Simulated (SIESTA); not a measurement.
Worked example: self-consistent single point of NaHSeO4 (P1, 14 atoms in the cell) in SIESTA.

Computed with SIESTA with LDA PW92, numerical atomic orbitals DZP, PseudoDojo LDA standard norm-conserving potentials (rewritten from UPF to PSML).

```
CELL_PARAMETERS angstrom
      5.16678     0.00000     0.00000
      0.72037     5.70953     0.00000
      1.87736    -0.14651     6.39066
ATOMIC_POSITIONS crystal
  Na 0.03022 0.74737 0.84105
  Na 0.96775 0.24844 0.15201
  H  0.46922 0.96179 0.48625
  H  0.96867 0.48686 0.52017
  Se 0.37333 0.70313 0.25263
  Se 0.63712 0.27355 0.72513
  O  0.70055 0.62934 0.14919
  O  0.32160 0.38140 0.83769
  O  0.23096 0.87732 0.10594
  O  0.78627 0.12406 0.88241
  O  0.21702 0.46886 0.33167
  O  0.80372 0.52258 0.65051
  O  0.32258 0.85423 0.49227
  O  0.68200 0.12706 0.50108
```

Reference input (self-consistent single point, DFT, LDA PW92, numerical atomic orbitals DZP, PseudoDojo LDA standard norm-conserving potentials (rewritten from UPF to PSML)): XC.functional = LDA; XC.authors = PW92; potentials = PseudoDojo LDA standard; PAO.BasisSize = DZP; PAO.EnergyShift = 0.005 Ry; MeshCutoff = 400 Ry; kgrid.MonkhorstPack = 3 3 3; OccupationFunction = MP; OccupationMPOrder = 0; ElectronicTemperature = 232.09 K; MaxSCFIterations = 150; SCF.Mixer.Method = Pulay. This run's input differs from it in these lines:

```diff
@@ -44,3 +44,3 @@
     0   3   0  0.0
-    0   0   3  0.0
+    0   0   3  0.5
 %endblock kgrid.MonkhorstPack
```

Output, abridged:

```
        iscf     Eharris(eV)        E_KS(eV)     FreeEng(eV)     dDmax    Ef(eV) dHmax(eV)
   scf:    1   -12591.242813   -12666.315322   -12666.315322  1.563342 -5.890740 16.185499
   scf:    2   -12697.441927   -12685.049438   -12685.049438  0.188590 -7.120334  6.707558
   scf:    3   -12688.235149   -12687.369435   -12687.369435  0.102346 -6.425680  1.122736
   scf:    4   -12687.486924   -12687.436273   -12687.436273  0.025370 -6.765433  0.535371
   scf:    5   -12687.460588   -12687.452238   -12687.452238  0.015456 -7.052311  0.168511
   scf:    6   -12687.455695   -12687.454272   -12687.454272  0.001986 -7.028532  0.145871
   scf:    7   -12687.456406   -12687.455545   -12687.455545  0.003413 -7.037254  0.009305
   scf:    8   -12687.455591   -12687.455569   -12687.455569  0.000375 -7.037161  0.004219
   scf:    9   -12687.455588   -12687.455579   -12687.455579  0.000290 -7.036391  0.001605
   scf:   10   -12687.455580   -12687.455580   -12687.455580  0.000039 -7.036624  0.000703
SCF Convergence by DM+H criterion
max |DM_out - DM_in|         :     0.0000390133
max |H_out - H_in|      (eV) :     0.0007026565
SCF cycle converged after 10 iterations

Using DM_out to compute the final energy and forces

siesta: E_KS(eV) =           -12687.4556

siesta: E_KS - E_eggbox =    -12687.4556

siesta: Atomic forces (eV/Ang):
     1    0.009394   -0.026309    0.022819
     2    0.060346    0.079837    0.011917
     3    0.666847    0.462283   -0.071677
     4    0.473365   -0.073876   -0.639900
     5   -0.111680    0.157131    0.106063
     6    0.152833   -0.051902   -0.201738
     7    2.280599   -0.687638   -1.022526
     8   -2.092510    0.956381    1.233400
     9   -1.420345    1.514758   -1.483779
    10    1.508935   -1.360193    1.569629
    11   -1.291369   -1.902619    0.793710
   [... lines left out ...]
siesta: FreeEng =    -12687.455580
   [... lines left out ...]
siesta:    -0.030827    0.005277    0.002960
siesta:     0.005277   -0.029045    0.002846
siesta:     0.002959    0.002846   -0.029510

siesta: Cell volume =        188.523873 Ang**3

siesta: Pressure (static):
siesta:                Solid            Molecule  Units
siesta:           0.00032450         -0.00031763  Ry/Bohr**3
siesta:           0.02979430         -0.02916316  eV/Ang**3
siesta:          47.73572457        -46.72453628  kBar
```

The run converged in 10 iterations. Against the reference run the free energy is nearly the same (within 1 meV/atom), the pressure stays at 4.77 GPa, the largest force stays at 2.610 eV/Å and the gap on the mesh goes from 3.141 to 3.309 eV.

The starting cell comes from a database of computed structures (which also holds hypothetical and non-ambient phases and stackings), without a prior relaxation at this level. Its lattice was rescaled by a random factor within 2.5 % of one. Values carry the incompleteness of an atom-centred basis. Forces in this geometry exceed 1 eV/Å. Another mesh or the band path of this cell gives a smaller gap, so this value is not converged in the mesh.

Cost on one core of a shared machine: roughly 80 s.
